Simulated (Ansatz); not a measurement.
For Mg (model structure, from the diamond type, Fd-3m, No. 227), PBEsol in Ansatz (PAW) gives:

| Property | Result |
|---|---|
| lattice parameter a | 6.774 Å |
| bulk modulus | 12.2 GPa |
| cohesive energy | 0.89 eV/atom |

Task: What does r²SCAN (Ansatz, a program for electronic structure, plane waves, PAW) give for the same quantities?

Result: 
- lattice constant a: 6.856 Å (rises by 1.2 %)
- bulk modulus: 11.8 GPa (drops by 3.3 %)
- cohesive energy: 0.83 eV/atom (shrinks by 0.06 eV/atom)

Changes are worked out from the printed values.

Unless a cell is named, each level is at its own relaxed cell (PBEsol 38.86, r²SCAN 40.28 Å³/atom).

Caveats: the bulk modulus is −V dP/dV from two relaxed cells at ±2 % in volume (PBEsol, r²SCAN). Ansatz's density-functional and Hartree–Fock values are scalar-relativistic unless marked +SOC, with PAW data made under PBE.

A model structure was made by putting elements into a prototype or built by hand; it is no filed structure, need not be a known phase, and can be a saddle point held by its symmetry.
